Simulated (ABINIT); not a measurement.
Several settings converged on SnSeS (P3m1, 3 atoms in the cell)

```yaml
crystal:
  lattice:
    - [3.77900, 0.00000, 0.00000]
    - [-1.88950, 3.27271, 0.00000]
    - [0.00000, 0.00000, 6.39585]
  atoms:
    - { symbol: Sn, position: [0.33333, 0.66667, 0.01547] }
    - { symbol: Se, position: [0.00000, 0.00000, 0.75771] }
    - { symbol: S, position: [0.66667, 0.33333, 0.23464] }
```

Base method: LDA (PW92), PAW (JTH v2.0 LDA PAW) (plane waves; ABINIT).

Base settings: pseudos = [Sn.LDA_PW-JTH.xml, Se.LDA_PW-JTH.xml, S.LDA_PW-JTH.xml]; ecut = 21 Ha; pawecutdg = 42 Ha; pawxcdev = 0; ixc = 7; occopt = 1; ngkpt = 3 3 2; nshiftk = 1; shiftk = 0 0 0; potentials = JTH v2.0 LDA PAW.

**The width of Fermi-Dirac smearing**

In this ladder: occopt = 3; nband = 18.

The mesh stays at the base's, so the ladder's end is converged at best in this setting alone.

Only quantities that move along the ladder and can be compared are tabulated; the gap is left out on so coarse a mesh.

```csv
tsmear,free energy less the last step's (meV/atom),pressure (GPa),largest difference of a force vector from the last step's (eV/Å)
1 eV,-705.17,4.30,1.442
0.5 eV,-146.58,0.26,0.790
0.2 eV,-8.34,-1.76,0.197
0.1 eV,-0.34,-2.06,0.023
0.02 eV,0.00,-2.09,0.000
```

Widest tsmear that holds the free energy within 2 meV/atom of the last step, with all finer ones: 0.1 eV; the step before is off by 8.3 meV/atom.

Widest tsmear that holds the forces within 0.02 eV/Å: not settled: the last two steps still differ by 0.023 eV/Å, over half the tolerance, so the ladder does not show it.

Widest tsmear that holds the pressure within 0.5 GPa of the last step, with all finer ones: 0.2 eV; the step before is off by 2.3 GPa.

**The setting tolerance**

The mesh stays at the base's, so the ladder's end is converged at best in this setting alone.

Only quantities that move along the ladder and can be compared are tabulated; the gap is left out on so coarse a mesh.

```tsv
toldfe	largest difference of a force vector from the last step's (eV/Å)
0.0001 Ha	0.048
1e-05 Ha	0.048
1e-06 Ha	0.008
1e-07 Ha	0.002
1e-08 Ha	0.000
1e-09 Ha	0.000
1e-10 Ha	0.000
```

Coarsest toldfe that holds the forces within 0.01 eV/Å of the last step, with all finer ones: 1e-06 Ha; the step before is off by 0.048 eV/Å.

On the base run: the starting cell comes from a database of computed structures (which also holds hypothetical and non-ambient phases and stackings), without a prior relaxation at this level. Its lattice was rescaled by up to half a per cent. One atom was moved a little off its site on purpose.

Left out of this page: 5 runs of the series outside the window shown, repeating another row's setting, or not comparable.
